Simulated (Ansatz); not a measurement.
**Several settings converged on a (001) slab of PbO (cut from a parent of space group no. 129; 8 atoms in the cell)**

```xyz
8
Lattice="3.9919 0.0000 0.0000 0.0000 3.9919 0.0000 0.0000 0.0000 21.4015" Properties=species:S:1:pos:R:3 pbc="T T T"
Pb     1.9960     0.0000     7.0000
Pb     0.0000     1.9960     9.3665
O      1.9960     1.9960     8.1832
O      0.0000     0.0000     8.1832
Pb     1.9960     0.0000    12.0350
Pb     0.0000     1.9960    14.4015
O      1.9960     1.9960    13.2183
O      0.0000     0.0000    13.2183
```

Base method: PBE (plane waves, PAW; Ansatz, an electronic-structure program).

Base settings: basis.ecutwfc = 420 eV; kpoints.mp_grid.grid = 6 6 1; hamiltonian.xc = pbe; hamiltonian.pseudopotentials = {kind: paw} (the program's default PAW files); scf.occupations.method = fermi_dirac; scf.occupations.width = 0.02 eV.

The count of work is k-points × plane waves × bands × iterations; it is no time. 

**The vacuum**

The mesh stays at the base's, so the ladder's end is converged at best in this setting alone.

Only quantities that move along the ladder and can be compared are tabulated.

```tsv
vacuum between outermost atoms (Å)	free energy less the last step's (meV/atom)	largest difference of a force vector from the last step's (eV/Å)	gap on the mesh (eV)	count of work / last
3.0	-5.91	0.093	1.420	0.24
4.0	-4.77	0.008	1.764	0.27
5.0	-1.77	0.006	1.880	0.29
6.0	-0.57	0.002	1.988	0.31
7.0	-0.20	0.000	2.016	0.33
8.0	-0.05	0.000	2.027	0.36
10.0	0.01	0.000	2.032	0.41
12.0	-0.01	0.000	2.032	0.46
14.0	0.00	0.000	2.032	0.50
17.0	0.01	0.000	2.032	0.65
20.0	0.00	0.001	2.032	0.73
25.0	-0.01	0.000	2.032	0.87
30.0	0.00	0.000	2.032	1.0
```

Smallest vacuum between outermost atoms (Å) that holds the free energy within 2 meV/atom of the last step, with all finer ones: 5.0, at 0.29 of the last step's count of work; the step before is off by 4.8 meV/atom.

Smallest vacuum between outermost atoms (Å) that holds the gap on the mesh within 0.02 eV of the last step, with all finer ones: 7.0, at 0.33 of the last step's count of work; the step before is off by 0.044 eV.

Smallest vacuum between outermost atoms (Å) that holds the forces within 0.01 eV/Å of the last step, with all finer ones: 4.0, at 0.27 of the last step's count of work; the step before is off by 0.093 eV/Å.

**The plane-wave cutoff**

The mesh stays at the base's, so the ladder's end is converged at best in this setting alone.

Only quantities that move along the ladder and can be compared are tabulated.

| basis.ecutwfc | free energy less the last step's (meV/atom) | largest difference of a force vector from the last step's (eV/Å) | gap on the mesh (eV) | count of work / last |
|---|---|---|---|---|
| 210 eV | 4157.05 | 1.244 | 2.030 | 0.15 |
| 250 eV | 1225.61 | 0.321 | 2.028 | 0.19 |
| 295 eV | 304.24 | 0.068 | 2.001 | 0.24 |
| 355 eV | 39.32 | 0.006 | 2.030 | 0.32 |
| 420 eV | 3.69 | 0.002 | 2.032 | 0.36 |
| 505 eV | 0.73 | 0.001 | 2.032 | 0.47 |
| 630 eV | 0.25 | 0.000 | 2.032 | 0.65 |
| 840 eV | 0.00 | 0.000 | 2.032 | 1.0 |

Coarsest basis.ecutwfc that holds the forces within 0.02 eV/Å of the last step, with all finer ones: 355 eV, at 0.32 of the last step's count of work; the step before is off by 0.068 eV/Å.

Coarsest basis.ecutwfc that holds the gap on the mesh within 0.02 eV of the last step, with all finer ones: 355 eV, at 0.32 of the last step's count of work; the step before is off by 0.031 eV.

Coarsest basis.ecutwfc that holds the free energy within 5 meV/atom of the last step, with all finer ones: 420 eV, at 0.36 of the last step's count of work; the step before is off by 39 meV/atom.

On the base run: the starting cell has typed, rounded lattice constants, without a prior relaxation at this level. The slab is cut from that crystal, and its faces are unrelaxed. Its lattice was rescaled by up to half a per cent. Spin-orbit coupling is off. Spin polarisation is off, though cut faces can carry moments; a gap of a slab can lie between surface states.

Left out of this page: 1 run of the series outside the window shown, repeating another row's setting, or not comparable.

Keys are those of Ansatz 0.2.
